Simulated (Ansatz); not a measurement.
Base system: NiSi2 (space group Fm-3m, No. 225; a = 5.445 Å; non-magnetic).

(Cell as relaxed with PBE.)

Levels (all Ansatz, a program for electronic structure, PAW): PBE (420 eV, no SOC); r2SCAN (500 eV, no SOC).

Each level relaxes its own structure.

| base | PBE | r2SCAN |
|---|---|---|
| volume per atom | 13.45 Å³ | 13.03 Å³ |
| lattice parameter a | 5.445 Å | 5.387 Å |
| band gap | zero | zero |

The change: cell and atoms relaxed at a pressure of 7 GPa.

```csv
quantity,PBE,r2SCAN
shortest interatomic distance,2.324 Å,[?]
band gap,zero,[?]
```

Q: What does r2SCAN give?

A: 
- shortest interatomic distance, r2SCAN: 2.302 Å
- band gap, r2SCAN: zero

PBE's shortest interatomic distance lies 0.022 Å above r2SCAN's (1.0 %); the two agree on the band gap. Neither level is exact; r2SCAN is the comparison here, not a measurement.

Load acts through the strain it causes; cell and atoms are relaxed under it. Stability against distortions was not tested. No other phases were tried under pressure. Seeded moments were not kept for the base. All final runs are without spin polarisation.
